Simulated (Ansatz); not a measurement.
The starting structures come from a database of crystals and need not be the phases stable at ambient conditions.

The decay constant κ of evanescent states in the gap governs leakage through a thin film.

Here is the system:

```
CELL_PARAMETERS angstrom
      5.93891     0.00432     0.00110
      0.96092     6.11818    -0.03166
      2.96682    -1.37739     4.95696
ATOMIC_POSITIONS crystal
  Al 0.16657 0.00000 0.16657
  Al 0.83343 0.00000 0.83343
  Cl 0.21567 0.77237 0.78433
  Cl 0.78433 0.22763 0.21567
  Cl 0.42673 0.22571 0.92995
  Cl 0.57327 0.77429 0.07005
  Cl 0.92995 0.77429 0.42673
  Cl 0.07005 0.22571 0.57327
```

Space group of this cell: C2/m. The cell was relaxed by PBE-D3(BJ).

Transport runs along the normal of the first two printed cell vectors.

The gap is the functional's own. No spin-orbit coupling. Mid-gap values are interpolated on the energy grid.

Task: Give the band gap and the smallest decay constant κ at mid-gap that Ansatz (a quantum-chemistry and plane-wave program) with PBEsol yields.

Result: Gap 5.05 eV on a 6×6×6 mesh; κ = 0.348 1/Å, at the zone centre.
